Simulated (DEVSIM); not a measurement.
System: Al/AlN/p-GaAs capacitor, at 250 K.

| layer (left to right) | material | thickness (nm) | Na (cm⁻³) |
|---|---|---|---|
| 1 | AlN | 5.70 | - |
| 2 | GaAs | 2000 | 1e17 |

Metal gate on the left, work function 4.1 eV. Fixed charge at the semiconductor interface -1.3e10 cm⁻² (in units of +e); no interface traps.

This is a model device: material constants are rounded textbook-type values typed into the input, and sizes, dopings and lifetimes were drawn at random. Values at 300 K; Nc and Nv go as T^1.5, mobilities as T to minus their exponent, the gap by Varshni's rule with the affinity fixed.

| parameter | AlN | GaAs |
|---|---|---|
| gap (eV) | 6.1 | 1.424 |
| affinity (eV) | 1.9 | 4.07 |
| permittivity | 8.5 | 12.9 |
| Nc (cm⁻³) | - | 4.7e17 |
| Nv (cm⁻³) | - | 9e18 |
| Varshni α (eV/K) | - | 0.000541 |
| Varshni β (K) | - | 204 |

Simulated with DEVSIM: 1D Poisson equation in equilibrium, Boltzmann statistics, complete ionisation; no quantum confinement or tunnelling. Metal contacts follow the ideal Schottky-Mott rule: no Fermi-level pinning, no interface dipoles.

### Question
Give the band bending (positive: bands bend down) and minority sheet density.

### Answer

| Vg (V) | ψs (V) | minority carriers (cm⁻²) |
|---|---|---|
| -1.5 | -0.072 | < 1e8 |
| -1.2 | 0.086 | < 1e8 |
| -0.9 | 0.342 | < 1e8 |
| -0.6 | 0.612 | < 1e8 |
| -0.3 | 0.889 | < 1e8 |
| 0 | 1.168 | < 1e8 |
